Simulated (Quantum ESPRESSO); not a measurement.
**What a tighter setting buys: ecutwfc, Ga2S3 (P3m1, 10 atoms in the cell)**

Cell: a = 3.8766 Å, b = 3.8766 Å, c = 19.1183 Å, α = 90.00°, β = 90.00°, γ = 120.00°.

Method of the run: LDA (PZ), GBRV 1.5 ultrasoft (LDA) pseudopotentials (plane waves; Quantum ESPRESSO 7.5).

Base settings: ecutwfc = 50 Ry; ecutrho = 250 Ry; occupations = smearing; smearing = gaussian; degauss = 0.0036749 Ry; potentials = {Ga: ga_lda_v1.4.uspp.F.UPF, S: s_lda_v1.4.uspp.F.UPF}; K_POINTS = automatic 5 5 1 0 0 0; conv_thr = 1e-10 Ry; mixing_beta = 0.7.

Misses are taken against the tightest run, 65 Ry (ecutrho: 250 Ry → 325 Ry), which need not be fully converged itself. The energy is the free energy per atom.

The count of work is k-points × plane waves × bands × iterations; it is no time, and leaves out set-up, grids and terms that scale otherwise. Core times come from one kind of shared machine and are given to one figure; runs under 30 s give none.

The starting cell comes from a database of computed structures (which also holds hypothetical and non-ambient phases and stackings), without a prior relaxation at this level. In the base run, with a pressure of about -5 GPa the cell is away from its equilibrium volume at this level. The run gives no clean gap (levels at the Fermi energy touch, overlap or are partly filled at this smearing), which alone does not show that the compound is a metal.

| ecutwfc | energy less reference (meV/atom) | pressure less reference (GPa) | largest difference in the force on any atom (eV/Å) | count of work / reference | core time / reference (rough) |
|---|---|---|---|---|---|
| 20 Ry (ecutrho: 250 Ry → 100 Ry) | 3677.63 | -123.56 | 0.061 | 0.13 | 0.1 |
| 25 Ry (ecutrho: 250 Ry → 125 Ry) | 462.67 | -22.17 | 0.021 | 0.18 | 0.2 |
| 30 Ry (ecutrho: 250 Ry → 150 Ry) | 46.51 | -2.15 | 0.004 | 0.28 | 0.2 |
| 35 Ry (ecutrho: 250 Ry → 175 Ry) | 23.07 | 0.12 | 0.001 | 0.30 | 0.3 |
| 40 Ry (ecutrho: 250 Ry → 200 Ry) | 18.30 | -0.18 | 0.001 | 0.43 | 0.4 |
| 45 Ry (ecutrho: 250 Ry → 225 Ry) | 9.00 | -0.17 | 0.001 | 0.49 | 0.4 |
| 50 Ry | 3.85 | 0.02 | 0.000 | 0.74 | 0.6 |
| 57 Ry (ecutrho: 250 Ry → 285 Ry) | 2.36 | 0.10 | 0.000 | 0.74 | 0.6 |
| 65 Ry (ecutrho: 250 Ry → 325 Ry) | 0.00 | 0.00 | 0.000 | 1.0 | 1 |

Coarsest setting among those run that, with all tighter ones, holds the energy within 10 meV/atom of the reference: 45 Ry (ecutrho: 250 Ry → 225 Ry), off by 9.0 meV/atom; its saving against the reference is no more than about a factor of 2 in the count of work.

Coarsest setting among those run that, with all tighter ones, holds the energy within 5 meV/atom of the reference: 50 Ry, off by 3.9 meV/atom; its saving against the reference is no more than about a factor of 2 in the count of work.

The step from 20 Ry (ecutrho: 250 Ry → 100 Ry) to 35 Ry (ecutrho: 250 Ry → 175 Ry): it takes the miss in the energy from 3700 to 23 meV/atom, for 2.4 times the count of work and roughly 3 times the time.
